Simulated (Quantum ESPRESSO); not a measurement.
A self-consistent single point of Zn₃CdSe₄ (Amm2, 8 atoms in the cell) with Quantum ESPRESSO.

Computed with PBEsol, GBRV 1.5 ultrasoft (PBESOL) pseudopotentials (plane waves; Quantum ESPRESSO).

```
CELL_PARAMETERS angstrom
      4.13955     0.00000     0.00000
      0.00000     4.14356     5.86367
      0.00000    -4.14356     5.86367
ATOMIC_POSITIONS crystal
  Zn 0.00000 0.99982 0.99982
  Zn 0.50000 0.99909 0.50065
  Zn 0.50000 0.50065 0.99909
  Cd 0.00000 0.50114 0.50114
  Se 0.50000 0.36324 0.36324
  Se 0.00000 0.36982 0.89146
  Se 0.00000 0.89146 0.36982
  Se 0.50000 0.87477 0.87477
```

Reference input (self-consistent single point, DFT, PBEsol, plane waves, GBRV 1.5 ultrasoft (PBESOL) pseudopotentials): ecutwfc = 50 Ry; ecutrho = 250 Ry; occupations = smearing; smearing = gaussian; degauss = 0.00147 Ry; potentials = {Zn: zn_pbesol_v1.uspp.F.UPF, Cd: cd_pbesol_v1.uspp.F.UPF, Se: se_pbesol_v1.uspp.F.UPF}; K_POINTS = automatic 5 3 3 0 0 0; conv_thr = 1e-11 Ry. This run's input differs from it in these lines:

```diff
@@ -36,3 +36,3 @@
 K_POINTS {automatic}
-5 3 3  0 0 0
+6 4 4  0 0 0
 CELL_PARAMETERS {alat}
```

The program printed (abridged):

```
     Self-consistent Calculation

     iteration #  1     ecut=    50.00 Ry     beta= 0.70

     negative rho (up, down):  2.123E-02 0.000E+00

     total energy              =   -1671.10360729 Ry
     estimated scf accuracy    <       1.14094772 Ry

     iteration #  2     ecut=    50.00 Ry     beta= 0.70

     negative rho (up, down):  2.093E-02 0.000E+00

     total energy              =   -1671.42371809 Ry
     estimated scf accuracy    <       2.08293342 Ry

     iteration #  3     ecut=    50.00 Ry     beta= 0.70

     negative rho (up, down):  2.105E-02 0.000E+00

     total energy              =   -1671.77811329 Ry
     estimated scf accuracy    <       0.01972736 Ry

   [... 9 blocks of this kind left out ...]

     iteration # 13     ecut=    50.00 Ry     beta= 0.70

     negative rho (up, down):  2.111E-02 0.000E+00

     total energy              =   -1671.78674759 Ry
     estimated scf accuracy    <          1.6E-11 Ry

     iteration # 14     ecut=    50.00 Ry     beta= 0.70

     negative rho (up, down):  2.111E-02 0.000E+00
     End of self-consistent calculation

     the Fermi energy is     5.8810 ev

!    total energy              =   -1671.78674759 Ry
     estimated scf accuracy    <          1.3E-12 Ry
     smearing contrib. (-TS)   =      -0.00000000 Ry
     internal energy E=F+TS    =   -1671.78674759 Ry

     convergence has been achieved in  14 iterations

     negative rho (up, down):  2.111E-02 0.000E+00

     Forces acting on atoms (cartesian axes, Ry/au):

     atom    1 type  1   force =     0.00000000   -0.00000000    0.00006596
     atom    2 type  1   force =     0.00000000   -0.00013131    0.00004549
     atom    3 type  1   force =     0.00000000    0.00013131    0.00004549
     atom    4 type  2   force =     0.00000000    0.00000000    0.00046336
     atom    5 type  3   force =     0.00000000    0.00000000    0.00010208
   [... lines left out ...]
     Total force =     0.000677     Total SCF correction =     0.000004
   [... lines left out ...]

     negative rho (up, down):  2.111E-02 0.000E+00
          total   stress  (Ry/bohr**3)                   (kbar)     P=      -32.48
  -0.00022287   0.00000000   0.00000000          -32.78        0.00        0.00
   0.00000000  -0.00022070  -0.00000000            0.00      -32.47       -0.00
   0.00000000   0.00000000  -0.00021889            0.00        0.00      -32.20

   JOB DONE.
```

The run converged in 14 iterations. Against the reference run the free energy falls by 2.4 meV/atom, the pressure hardly changes (-3.24 to -3.25 GPa), the largest force hardly changes (0.014 to 0.012 eV/Å) and the gap on the mesh hardly changes (0.694 to 0.696 eV).

The starting cell comes from a database of computed structures (which also holds hypothetical and non-ambient phases and stackings), without a prior relaxation at this level. With a pressure of about -3 GPa the cell is away from its equilibrium volume at this level.

Cost on one core of a shared machine: roughly 5 min.
